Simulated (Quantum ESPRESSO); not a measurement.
**Short convergence ladders for BP (F-43m, 2 atoms in the cell)**

```xyz
2
Lattice="-2.2814 0.0000 2.2814 0.0000 2.2814 2.2814 -2.2814 2.2814 0.0000" Properties=species:S:1:pos:R:3 pbc="T T T"
B      0.0000     0.0000     0.0000
P     -1.1407     1.1407     1.1407
```

Base method: PBE, GBRV 1.5 ultrasoft (PBE) pseudopotentials (plane waves; Quantum ESPRESSO).

Base settings: ecutwfc = 40 Ry; ecutrho = 200 Ry; occupations = smearing; smearing = fd; degauss = 0.0036749 Ry; potentials = {B: b_pbe_v1.4.uspp.F.UPF, P: p_pbe_v1.5.uspp.F.UPF}; K_POINTS = automatic 9 9 9 0 0 0; conv_thr = 1e-10 Ry.

Core times come from one kind of shared machine, to one figure; runs under 30 s give none.

**Zone-centre phonons against the cutoff**

In this ladder: occupations = fixed; smearing = default; degauss = default; nbnd = 8; ph.x.tr2_ph = 1e-14; ph.x.fildyn = dyn.G; ph.x.epsil = true; dynmat.x.fildyn = dyn.G; dynmat.x.asr = simple. Moved along: ecutrho.

The mesh stays at the base's, so the ladder's end is converged at best in this setting alone.

Frequencies are those of the unrelaxed cell, without the LO-TO term of polar crystals.

Only quantities that move along the ladder and can be compared are tabulated.

```tsv
ecutwfc	highest zone-centre frequency (cm⁻¹)
20 Ry	797.3
24 Ry	790.5
28 Ry	790.8
34 Ry	791.2
40 Ry	791.6
48 Ry	791.5
60 Ry	791.4
```

Coarsest ecutwfc that holds the highest zone-centre frequency within 5 cm⁻¹ of the last step, with all finer ones: 24 Ry; the step before is off by 5.9 cm⁻¹.

**The dielectric constant against shifted meshes**

In this ladder: occupations = fixed; smearing = default; degauss = default; nbnd = 8; ph.x.tr2_ph = 1e-14; ph.x.trans = false; ph.x.epsil = true; ph.x.zeu = true.

Only quantities that move along the ladder and can be compared are tabulated.

```csv
K_POINTS,largest Born charge (mean of the diagonal) (e),mean ε∞,core time / last (rough)
automatic 3 3 3 1 1 1,0.441,9.930,–
automatic 4 4 4 1 1 1,0.454,9.322,–
automatic 5 5 5 1 1 1,0.456,9.187,–
automatic 6 6 6 1 1 1,0.457,9.162,–
automatic 8 8 8 1 1 1,0.457,9.161,–
automatic 10 10 10 1 1 1,0.457,9.163,0.2
automatic 12 12 12 1 1 1,0.457,9.163,0.2
automatic 18 18 18 1 1 1,0.457,9.163,0.9
automatic 23 23 23 1 1 1,0.457,9.163,1
```

Coarsest K_POINTS that holds the largest Born charge (mean of the diagonal) within 0.01 e of the last step, with all finer ones: automatic 4 4 4 1 1 1; the step before is off by 0.016 e.

Coarsest K_POINTS that holds the mean ε∞ within 0.2 of the last step, with all finer ones: automatic 4 4 4 1 1 1; the step before is off by 0.77.

On the base run: the starting cell has typed, rounded lattice constants, without a prior relaxation at this level. Its lattice was rescaled by up to half a per cent.
